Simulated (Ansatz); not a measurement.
## A computed series for ScAl3: point defects

The reference is a 24-atom supercell of ScAl3 in the Cu3Au type structure (space group Pm-3m, No. 221) at its relaxed geometry.

```yaml
crystal:
  lattice:
    - [4.10550, -4.10550, -4.10550]
    - [0.00000, 8.21100, -4.10550]
    - [4.10550, 4.10550, 4.10550]
  atoms:
    - { symbol: Al, position: [0.75000, 0.00000, 0.25000] }
    - { symbol: Al, position: [0.58333, 0.33333, 0.41667] }
    - { symbol: Al, position: [0.25000, 0.00000, 0.75000] }
    - { symbol: Al, position: [0.41667, 0.66667, 0.58333] }
    - { symbol: Al, position: [0.08333, 0.33333, 0.91667] }
    - { symbol: Al, position: [0.91667, 0.66667, 0.08333] }
    - { symbol: Al, position: [0.16667, 0.16667, 0.33333] }
    - { symbol: Al, position: [0.00000, 0.50000, 0.50000] }
    - { symbol: Al, position: [0.66667, 0.16667, 0.83333] }
    - { symbol: Al, position: [0.83333, 0.83333, 0.66667] }
    - { symbol: Al, position: [0.50000, 0.50000, 0.00000] }
    - { symbol: Al, position: [0.33333, 0.83333, 0.16667] }
    - { symbol: Al, position: [0.08333, 0.83333, 0.41667] }
    - { symbol: Al, position: [0.91667, 0.16667, 0.58333] }
    - { symbol: Al, position: [0.58333, 0.83333, 0.91667] }
    - { symbol: Al, position: [0.75000, 0.50000, 0.75000] }
    - { symbol: Al, position: [0.41667, 0.16667, 0.08333] }
    - { symbol: Al, position: [0.25000, 0.50000, 0.25000] }
    - { symbol: Sc, position: [0.00000, 0.00000, 0.00000] }
    - { symbol: Sc, position: [0.83333, 0.33333, 0.16667] }
    - { symbol: Sc, position: [0.50000, 0.00000, 0.50000] }
    - { symbol: Sc, position: [0.66667, 0.66667, 0.33333] }
    - { symbol: Sc, position: [0.33333, 0.33333, 0.66667] }
    - { symbol: Sc, position: [0.16667, 0.66667, 0.83333] }
```

One neutral defect a cell, atoms relaxed at fixed cell.

All numbers come from PBE (Ansatz, a first-principles code), without spin-orbit coupling.

```json
[
 {"change": "perfect supercell", "largest displacement of a host atom from its site in the perfect cell": "–", "pressure": "0.0 GPa"},
 {"change": "Al on a Sc site (antisite)", "largest displacement of a host atom from its site in the perfect cell": "0.06 Å", "pressure": "0.1 GPa"},
 {"change": "Tm on a Sc site", "largest displacement of a host atom from its site in the perfect cell": "0.02 Å", "pressure": "___"},
 {"change": "Sc on a Al site (antisite)", "largest displacement of a host atom from its site in the perfect cell": "0.10 Å", "pressure": "___"},
 {"change": "Sc interstitial (started 2.05 Å from the nearest host atom), symmetric start", "largest displacement of a host atom from its site in the perfect cell": "0.52 Å", "pressure": "8.9 GPa"}
]
```

### Question
Some entries are withheld; estimate them.

### Answer

- Tm on a Sc site, pressure: 1.2 GPa
- Sc on a Al site (antisite), pressure: 2.4 GPa

The magnetic state is the one reached from the starting moments; the real material's order can differ, and small cells can't hold many antiferromagnetic ones. The 4f electrons are in the valence with no U and their state was not checked, so volumes and moments can be off. The cell is small, so the values are those of an ordered compound at a high defect concentration; dilute-limit values will differ. Defects with a symmetric start kept the site's symmetry and may sit on a saddle; the others started slightly shaken. Spin-polarised in the final run: Tm on a Sc site; the other runs are not.
